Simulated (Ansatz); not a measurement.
Consider BaZrO₃ in the cubic perovskite structure (space group Pm-3m, No. 221; a = 4.2272 Å).

(Cell as relaxed with PBE.)

Levels (all Ansatz, a first-principles code, PAW): PBE (420 eV, without spin-orbit coupling); r2SCAN (500 eV, without spin-orbit coupling).

Each level relaxes its own structure.

```
base                      PBE    r2SCAN
-------------------  --------  --------
volume per atom      15.11 Å³  14.87 Å³
lattice parameter a   4.227 Å   4.205 Å
band gap              3.18 eV   3.73 eV
```

Perturbation: every lattice vector is shortened by 0.80 %; the atoms relax in the strained cell.

| quantity | PBE | r2SCAN |
|---|---|---|
| shift of the gap caused by the change | +0.06 eV | +0.06 eV |
| smallest direct gap | 3.43 eV | 3.99 eV |
| pressure | 38.0 kbar | 41.6 kbar |

PBE's smallest direct gap lies 0.56 eV below r2SCAN's; PBE's pressure lies 3.52 kbar below r2SCAN's; the two agree on the shift of the gap caused by the change. Neither level is exact; r2SCAN is the comparison here, not a measurement.

Gaps are Kohn–Sham eigenvalue differences; semilocal functionals usually give less than the measured gap. Stability against distortions was not tested.
